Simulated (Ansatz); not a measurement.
The starting structures come from a database of crystals and need not be the phases stable at ambient conditions.

By PBEsol, the system below comes out a metal.

A figure of merit of an interconnect metal is its ballistic conductance per area.

Here is the system:

```
InSb
1.0
    4.39772     0.00000     0.00000
   -0.19717     4.39329     0.00000
    0.00000     0.00000    18.01655
In Sb
6 6
Direct
  0.92033   0.07967   0.25000
  0.07967   0.92033   0.75000
  0.58616   0.41384   0.41023
  0.41384   0.58616   0.58977
  0.41384   0.58616   0.91023
  0.58616   0.41384   0.08977
  0.42276   0.57724   0.25000
  0.57724   0.42276   0.75000
  0.08124   0.91876   0.42393
  0.91876   0.08124   0.57607
  0.91876   0.08124   0.92393
  0.08124   0.91876   0.07607
```

The cell is taken as given; by PBEsol it stands under a pressure of -2.7 GPa.

The current flows along the normal of the first two printed cell vectors. No spin-orbit coupling; the value is a mean over 0.1 eV about the Fermi level.

Give the ballistic conductance per area that PBEsol (Ansatz, a quantum-chemistry and plane-wave program) yields.

0.26 × 10¹⁵ S/m² for both spins.
